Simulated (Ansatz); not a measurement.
# KTaO3, response to strain

Consider KTaO₃ in the cubic perovskite structure (space group Pm-3m, No. 221; a = 3.985 Å).

Strains are applied to the cell and any free atomic positions relax.

Computed with Ansatz (a quantum-chemistry and plane-wave program) PBEsol, no SOC.

```
isotropic strain (%)  band gap (eV)
--------------------  -------------
-3                             2.32
-2.4                           2.28
-1.2                           2.21
-0.6                              ?
0                              2.14
```

Question: Fit E_g = E₀ + Dε (ε in %) to the rows shown and predict the withheld row.

Answer: Least squares on the printed values gives E₀ = 2.14 eV, D = -59.6 meV per % of strain (largest residual 0.00 eV); this predicts 2.17 eV, and the run gives 2.17 eV, in agreement.

Spin-orbit coupling, missing from the scalar runs, can matter with Ta. Stability against distortions was not tested.
